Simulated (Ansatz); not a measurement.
## Habitual settings against a tight run: ZnNi4 (R-3m, 5 atoms in the cell)

Self-consistent single point.

```xyz
5
Lattice="1.2804 0.7393 10.2807 -1.2804 0.7393 10.2807 0.0000 -1.4785 10.2807" Properties=species:S:1:pos:R:3 pbc="T T T"
Zn     0.0000     0.0000     0.0000
Ni     0.0000     0.0000    12.3773
Ni     0.0000     0.0000    18.4647
Ni     0.0000     0.0000    24.6918
Ni     0.0000     0.0000     6.1503
```
Moments meant for the start (each program seeds them in its own way; μB, in the order of the atoms Zn Ni Ni Ni Ni): 0.0 0.0 0.0 2.0 2.0.

Level of theory: PBEsol, PAW files made with PBE (plane waves; Ansatz, a first-principles code).

Base settings: basis.ecutwfc = 420 eV; kpoints.mp_grid.grid = 9 9 9; hamiltonian.xc = pbesol; hamiltonian.pseudopotentials = {kind: paw} (the program's default PAW files); magnetization.spin_polarized = true; scf.occupations.method = fermi_dirac; scf.occupations.width = 0.1 eV.

Tight run (finer mesh or higher cutoff; not a proven limit): basis.ecutwfc: 420 eV → 590 eV; kpoints.mp_grid.grid: 9 9 9 → 13 13 13; scf.convergence.dr2_threshold: default (1e-07 eV) → 1e-09 eV. It gave Fermi level (on the code's own zero) 15.88 eV; pressure -12.74 GPa; largest force (vector length) 0.112 eV/Å; size of the cell's spin moment 1.79 μB.

Quick runs, as changes from the base:
- A: the base itself
- B: basis.ecutwfc: 420 eV → 250 eV; kpoints.mp_grid.grid: 9 9 9 → 3 3 3; kpoints.mp_grid.shift: default → 0.5 0.5 0.5; scf.convergence.dr2_threshold: default (1e-07 eV) → 0.0001 eV
- C: basis.ecutwfc: 420 eV → 335 eV; kpoints.mp_grid.grid: 9 9 9 → 6 6 6; scf.occupations.method: fermi_dirac → methfessel_paxton; scf.occupations.width: 0.1 eV → 0.272 eV; scf.convergence.dr2_threshold: default (1e-07 eV) → 0.0001 eV

Energies are extrapolated to zero smearing width, which holds to low order in the width alone.

The count of work is k-points × plane waves × bands × iterations; it is no time. 

Pressures in the table are Ansatz's without its Pulay estimate, at a fixed set of plane waves; the tight run's value above holds the estimate.

The starting cell comes from a database of computed structures (which also holds hypothetical and non-ambient phases and stackings), without a prior relaxation at this level. Its lattice was rescaled by a random factor within 2.5 % of one. The magnetic order is the one reached from the typed start; others were not searched systematically. In the base run, with a pressure of about -13 GPa the cell is away from its equilibrium volume at this level.

| run | energy less tight (meV/atom) | pressure less tight (GPa) | largest miss in a force vector (eV/Å) | size of the net moment less tight (μB/atom) | count of work / tight |
|---|---|---|---|---|---|
| A | 2.3 | -0.16 | 0.007 | -0.04 | 0.19 |
| B | 2572.0 | -211.42 | 0.175 | 0.22 | 0.0046 |
| C | 33.5 | -7.94 | 0.021 | -0.02 | 0.054 |

Among the runs at the tight run's level, the energy misses run from 2.3 to 2572.0 meV/atom.

Left out of this page: 3 runs of the series outside the window shown, repeating another row's setting, or not comparable.

Keys are those of Ansatz 0.2.
